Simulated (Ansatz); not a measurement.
Results of r²SCAN+rVV10 (Ansatz, a quantum-chemistry and plane-wave program, plane waves, PAW) for corundum Ga₂O₃ (metastable phase).

Input file:

Ansatz 0.2 input:
```yaml
crystal:
  lattice:
    - [4.6920134998, -2.4877867389, -0.0018116329]
    - [4.6920134998, 2.4877867389, -0.0018116329]
    - [3.3745299891, 0.0, 4.1008077468]
  atoms:
    - { symbol: Ga, position: [0.8555019367, 0.8555019367, 0.8555019367] }
    - { symbol: Ga, position: [0.3555019367, 0.3555019367, 0.3555019367] }
    - { symbol: Ga, position: [0.1444980633, 0.1444980633, 0.1444980633] }
    - { symbol: Ga, position: [0.6444980633, 0.6444980633, 0.6444980633] }
    - { symbol: O, position: [0.4464409092, 0.0535590908, 0.75] }
    - { symbol: O, position: [0.0535590908, 0.75, 0.4464409092] }
    - { symbol: O, position: [0.5535590908, 0.9464409092, 0.25] }
    - { symbol: O, position: [0.25, 0.5535590908, 0.9464409092] }
    - { symbol: O, position: [0.9464409092, 0.25, 0.5535590908] }
    - { symbol: O, position: [0.75, 0.4464409092, 0.0535590908] }
basis:
  ecutwfc: 560
  ecutrho_ratio: 4
  xc_grid: 3
kpoints:
  mp_grid: { grid: [8, 8, 8] }
  band_path:
    path:
      - [0.0, 0.0, 0.0]
      - [-0.083333, -0.083333, -0.083333]
      - [-0.166667, -0.166667, -0.166667]
      - [-0.25, -0.25, -0.25]
      - [-0.333333, -0.333333, -0.333333]
      - [-0.416667, -0.416667, -0.416667]
      - [-0.5, -0.5, -0.5]
      - [-0.5, -0.455933, -0.544067]
      - [-0.5, -0.411867, -0.588133]
      - [-0.5, -0.3678, -0.6322]
      - [-0.5, -0.323733, -0.676267]
      - [-0.5, -0.279667, -0.720333]
      - [-0.5, -0.2356, -0.7644]
      - [-0.2356, 0.2356, -0.5]
      - [-0.18848, 0.18848, -0.5]
      - [-0.14136, 0.14136, -0.5]
      - [-0.09424, 0.09424, -0.5]
      - [-0.04712, 0.04712, -0.5]
      - [0.0, 0.0, -0.5]
      - [0.0, 0.0, -0.428571]
      - [0.0, 0.0, -0.357143]
      - [0.0, 0.0, -0.285714]
      - [0.0, 0.0, -0.214286]
      - [0.0, 0.0, -0.142857]
      - [0.0, 0.0, -0.071429]
      - [0.0, 0.040867, -0.040867]
      - [0.0, 0.081733, -0.081733]
      - [0.0, 0.1226, -0.1226]
      - [0.0, 0.163467, -0.163467]
      - [0.0, 0.204333, -0.204333]
      - [0.0, 0.2452, -0.2452]
      - [0.0, 0.286067, -0.286067]
      - [0.0, 0.326933, -0.326933]
      - [0.0, 0.3678, -0.3678]
      - [-0.3678, 0.0, -0.6322]
      - [-0.4339, 0.0, -0.5661]
      - [-0.5, 0.0, -0.5]
      - [-0.4375, 0.0, -0.4375]
      - [-0.375, 0.0, -0.375]
      - [-0.3125, 0.0, -0.3125]
      - [-0.25, 0.0, -0.25]
      - [-0.1875, 0.0, -0.1875]
      - [-0.125, 0.0, -0.125]
      - [-0.0625, 0.0, -0.0625]
    npoints: 1
hamiltonian:
  xc: r2scan
  dispersion: rvv10
  pseudopotentials: { kind: paw }
scf:
  occupations: { method: fermi_dirac, width: 0.01 }
  convergence: { dr2_threshold: 0.000000001 }
output:
  forces: true
  stress: true
  eigenvalues: true
  write_bands: true
```

From the output:

```
Crystal: 10 atoms, lattice volume = 95.766 Å³
Basis set: ecut = 560 eV, 2879 PW (Γ), exchange–correlation on 135×135×135 points (27 copies of the dense FFT grid, shifted against one another)
Bands: 54, of which v1, the nominal top of the filled ones, is band 44 counted from 1 (43 counted from 0)
Symmetry: 12 space group operations
Space group: R-3c (ITA 167), of the structure as read, at distance tolerance 4.6e-5 Å
k-points: 65 of 512
Functional: x = r2scan, c = r2scan + rvv10(b = 11.95, C = 0.0093); τ floored in thin density (d = 2e-4 eV/Å³)
SCF iter   1: F=—  HF=-18571.437502 eV  |F-HF|=—  |Δ(HF+E_count)|=         —  Δρ=1.38e-2  dr2=6.85e-2  dr2_τ=3.73e-1
SCF iter   2: F=—  HF=-18571.649965 eV  |F-HF|=—  |Δ(HF+E_count)|=   2.12e-1  Δρ=7.33e-3  dr2=2.81e-2  dr2_τ=7.46e-4
  ...
SCF iter   8: F=—  HF=-18571.648671 eV  |F-HF|=—  |Δ(HF+E_count)|=   2.87e-9  Δρ=4.77e-6  dr2=2.03e-8  dr2_τ=6.71e-10
SCF iter   9: F=-18571.648671 eV  HF=-18571.648671 eV  |F-HF|=5.71e-10  |Δ(HF+E_count)|=   4.22e-9  Δρ=9.35e-7  dr2=7.60e-10  dr2_τ=1.97e-11
SCF 1 converged in 9 iterations: F = -18571.648671 eV  dr2 = 7.60e-10
SCF converged after 9 iterations
Free energy (F): -18571.648671 eV
Internal energy: -18571.648671 eV  (E = F + TS)
E sigma→0 (E₀):  -18571.648671 eV
Fermi energy:    10.692532 eV
--- Forces (eV/Å), atoms counted from 1 ---
  atom   1  Ga    -0.00071919     0.00000000    -0.00023096
  atom   2  Ga    -0.00071919    -0.00000000    -0.00023096
  atom   3  Ga     0.00071919    -0.00000000     0.00023096
  atom   4  Ga     0.00071919     0.00000000     0.00023096
  atom   5  O     -0.00000000     0.00015537     0.00000000
  atom   6  O      0.00004114    -0.00007768    -0.00012811
  atom   7  O      0.00000000    -0.00015537    -0.00000000
  atom   8  O      0.00004114     0.00007768    -0.00012811
  atom   9  O     -0.00004114     0.00007768     0.00012811
  atom  10  O     -0.00004114    -0.00007768     0.00012811
--- Stress (GPa, compression-positive) ---
       -0.010949       0.000000       0.001762
        0.000000      -0.016437       0.000000
        0.001762       0.000000      -0.015871
  P = ⅓ Tr σ = -0.0144 GPa (-0.144 kbar)
```

The PAW data were made under PBE.
